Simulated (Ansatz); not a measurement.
Functionals compared on a constructed model of the (0001) surface of hcp Zr, a pseudomorphic layer of Ta in the host's stacking (bottom of the slab: a bare face, its two planes held), in Ansatz (plane waves, PAW). The structure was relaxed with PBE; the other rows are single points on it. Cutoff 420 eV (500 eV for r2SCAN).

Set-up: 7 atoms, 16.0 Å thick at the start; mesh 13x13x1; 0.1 eV smearing; dipole correction on; 2 atoms held, the rest relaxed; start symmetry kept, larger cells not searched; no spin, no spin-orbit, no U. It is one candidate, not shown to be the stable structure of the face. These notes are the PBE run's.

| functional | work function of the top face (eV) | rough cost of the single point |
|---|---|---|
| PBE | 4.42 | – |
| RPBE | 4.31 | around 30 core-seconds (rough) |
| r2SCAN | 4.51 | roughly 70 core-seconds |

Ansatz is a quantum-chemistry and plane-wave program.
